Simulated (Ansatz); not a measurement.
The reference is W in the bcc (W type) structure (space group Im-3m, No. 229; a = 3.135 Å; relaxed with 0.1 eV smearing). Axes: x, y, z lie along the cube axes.

All numbers come from LDA (Ansatz, an electronic-structure program; PAW; 420 eV plane waves; no SOC).

Modification: an isotropic linear strain of −1.50 %, atoms relaxed at fixed cell.

### Question
Predict the stress tensor and what it implies for the stiffness.

### Answer
Stress of the strained cell less that of the base (GPa, compression positive):
```
   16.7     0.0     0.0
    0.0    16.7     0.0
    0.0     0.0    16.7
```

Then B = −ΔP/(ΔV/V₀) with ΔV/V₀ = -0.0443 gives secant stiffness values (nonlinear terms included at this strain): B ≈ 377 GPa.

As a check, the harmonic strain energy −½ V₀ Δσ:ε is 36 meV/atom; the computed energy rise is 34 meV/atom.

No phonon test of stability was made. The final runs are not spin-polarised.
